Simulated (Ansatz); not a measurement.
SiC, pressure series

Consider SiC in the zinc blende structure (space group F-43m, No. 216; a = 4.3798 Å).

Cell and atoms are relaxed at each pressure.

Method: plane-wave PAW DFT at the PBE level (Ansatz, a program for electronic structure, 420 eV), without spin-orbit coupling.

Candidates:
(a) pressure 22.5 GPa
(b) pressure 4.5 GPa
(c) pressure −1 GPa
(d) pressure 30 GPa

Base values:

The smallest direct gap comes out as 4.53 eV.

Order them by smallest direct gap, lowest first.

(c) pressure −1 GPa (4.53 eV), (b) pressure 4.5 GPa (4.55 eV), (a) pressure 22.5 GPa (4.62 eV), (d) pressure 30 GPa (4.64 eV)

Load acts through the strain it causes; cell and atoms are relaxed under it. No phonon test of stability was made. No other phases were tried under pressure.
